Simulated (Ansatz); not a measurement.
# Hypothetical diamond Na: pressure series

Take Na in the diamond structure (space group Fd-3m, No. 227; a = 7.5841 Å; a hypothetical phase, not in the database extracts checked) as the base.

Cell and atoms are relaxed at each pressure.

The values are results of Ansatz (an electronic-structure program), PBE, PAW, cutoff 420 eV, no SOC, not measurements.

Notes on the quantities. enthalpy: H = E + PV relative to the base's energy.

```tsv
case	enthalpy	density
base	–	0.70 g/cm³
pressure 0.3 GPa	+0.10 eV/atom	0.77 g/cm³
pressure 0.7 GPa	+0.22 eV/atom	0.84 g/cm³
pressure 1.5 GPa	+0.43 eV/atom	___
pressure 3 GPa	+0.77 eV/atom	1.11 g/cm³
pressure 5 GPa	+1.17 eV/atom	1.28 g/cm³
pressure 7.5 GPa	+1.61 eV/atom	1.45 g/cm³
pressure 10 GPa	+2.00 eV/atom	1.59 g/cm³
```

**Question.** Complete the table.

**Answer.** 
- pressure 1.5 GPa, density: 0.95 g/cm³

Load acts through the strain it causes; cell and atoms are relaxed under it. No phonon test of stability was made. Competing high-pressure phases were not computed.
